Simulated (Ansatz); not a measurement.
# CsSnI3 under a change: pressure 0.7 GPa

The reference is CsSnI3 in the cubic perovskite structure (space group Pm-3m, No. 221; a = 6.0305 Å).

Modification: cell and atoms relaxed at a pressure of 0.7 GPa.

The values are results of LDA in Ansatz (plane waves to 420 eV, PAW, without spin-orbit coupling), not measurements. k-mesh 8×8×8 (Γ-centred); smearing 0.05 eV (Fermi–Dirac).

The density increases by 0.15 g/cm³ to 4.94 g/cm³ and the lattice parameter a falls by 0.062 Å to 5.969 Å. The shortest interatomic distance falls by 0.0307 Å to 2.985 Å and the enthalpy H = E + PV relative to the base's energy is +0.19 eV/atom. The band gap remains zero.

Final structure:

```yaml
crystal:
  lattice:
    - [5.96901, 0.00000, 0.00000]
    - [0.00000, 5.96901, 0.00000]
    - [0.00000, 0.00000, 5.96901]
  atoms:
    - { symbol: Cs, position: [0.00000, 0.00000, 0.00000] }
    - { symbol: Sn, position: [0.50000, 0.50000, 0.50000] }
    - { symbol: I, position: [0.50000, 0.00000, 0.50000] }
    - { symbol: I, position: [0.00000, 0.50000, 0.50000] }
    - { symbol: I, position: [0.50000, 0.50000, 0.00000] }
```

Cost of the whole job for the changed cell (relaxation, final SCF and bands): about 70 core-seconds (a rough figure).

Spin-orbit coupling, missing from the scalar runs, can matter with I. Load acts through the strain it causes; cell and atoms are relaxed under it. Whether these cells are dynamically stable was not tested. All final runs are without spin polarisation. Many cubic perovskites are stable only at high temperature; tilts and polar distortions were not tested. A zero or small gap of CsSnI3 can be the functional's error rather than a property of the material.

Ansatz is a program for electronic structure.
